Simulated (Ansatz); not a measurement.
**LiNbO3 with two functionals, biaxial strain +3.71 %, plane normal [001], relaxed out of plane**

Take LiNbO3 (space group R3c, No. 161) as the base.

```xyz
10
Lattice="2.5949 1.4982 4.6719 -2.5949 1.4982 4.6719 0.0000 -2.9963 4.6719" Properties=species:S:1:pos:R:3 pbc="T T T"
Li     0.0000     0.0000     9.8478
Li     0.0000     0.0000     2.8400
Nb     0.0000     0.0000    13.7893
Nb     0.0000     0.0000     6.7815
O     -0.6421     1.4586     8.2375
O      1.5842    -0.1732     8.2375
O     -0.9421    -1.2854     8.2375
O      1.0107     1.3250     5.9016
O      0.6421    -1.5378     5.9016
O     -1.6528     0.2128     5.9016
```

Cartesian axes are those of the cell as printed.

(Cell as relaxed with PBE.)

Levels (all Ansatz, a first-principles code, PAW): PBE (420 eV, without spin-orbit coupling); r2SCAN (500 eV, no spin-orbit coupling).

Each level relaxes its own structure.

```tsv
base	PBE	r2SCAN
volume per atom	10.90 Å³	10.58 Å³
lattice parameter a	5.190 Å	5.137 Å
```

Now apply this change: biaxial strain +3.71 %, plane normal [001], relaxed out of plane (Cartesian); in-plane vectors clamped, the third vector and the atoms free.

```csv
quantity,PBE,r2SCAN
ratio −ε⊥/ε∥,0.46,(withheld)
energy relative to the base (free energy F),+17 meV/atom,(withheld)
mean in-plane stress (compression positive),-6.3 GPa,(withheld)
```

Task: Predict the r2SCAN column.

Result: 
- ratio −ε⊥/ε∥, r2SCAN: 0.49
- energy relative to the base (free energy F), r2SCAN: +19 meV/atom
- mean in-plane stress (compression positive), r2SCAN: -7.1 GPa

PBE's ratio −ε⊥/ε∥ lies 0.036 below r2SCAN's; PBE's energy relative to the base lies 1.5 meV/atom below r2SCAN's; PBE's in-plane stress lies 0.8 GPa above r2SCAN's. Neither level is exact; r2SCAN is the comparison here, not a measurement.

Whether these cells are dynamically stable was not tested.
